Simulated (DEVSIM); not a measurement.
System: Pd/Al2O3/n-Si capacitor, at 300 K.

```csv
layer (left to right),material,thickness (nm),Nd (cm⁻³)
1,Al2O3,9.40,-
2,Si,6200,8.7e15
```

Metal gate on the left, work function 5.2 eV. Fixed charge at the semiconductor interface 1.5e10 cm⁻² (in units of +e); no interface traps.

The device is made up for the run: typed textbook-type constants, with dimensions and the other settings drawn at random. Values at 300 K; Nc and Nv go as T^1.5, mobilities as T to minus their exponent, the gap by Varshni's rule with the affinity fixed.

```csv
parameter,Al2O3,Si
gap (eV),6.8,1.124
affinity (eV),1.35,4.05
permittivity,9,11.7
Nc (cm⁻³),-,2.86e19
Nv (cm⁻³),-,3.1e19
Varshni α (eV/K),-,0.000473
Varshni β (K),-,636
```

Simulated with DEVSIM: 1D Poisson equation in equilibrium, Boltzmann statistics, complete ionisation; no quantum confinement or tunnelling. Metal contacts follow the ideal Schottky-Mott rule: no Fermi-level pinning, no interface dipoles.

Base results: threshold voltage (band bending 2φF) (V) 0.18; capacitance of the dielectric stack (μF/cm²) 0.848; minimum of the low-frequency capacitance (μF/cm²) 0.0347; flat-band voltage (V) 0.94.

Q: What follows from this one change: temperature 300 → 350 K?

A: threshold voltage (band bending 2φF) 0.18 → 0.24 V; capacitance of the dielectric stack little changed (0.848 μF/cm²); minimum of the low-frequency capacitance 0.0347 → 0.0396 μF/cm²; flat-band voltage 0.94 → 0.90 V.

Q: What follows from this one change: Al2O3 thickness 0.0094 → 0.011 μm?

A: threshold voltage (band bending 2φF) little changed (0.17 V); capacitance of the dielectric stack 0.848 → 0.724 μF/cm²; minimum of the low-frequency capacitance little changed (0.0346 μF/cm²); flat-band voltage little changed (0.94 V).

Q: What follows from this one change: fixed charge 1.5e+10 → -9.3e+11 cm^-2?

A: threshold voltage (band bending 2φF) 0.18 → 0.36 V; capacitance of the dielectric stack little changed (0.848 μF/cm²); minimum of the low-frequency capacitance little changed (0.0351 μF/cm²); flat-band voltage 0.94 → 1.12 V.
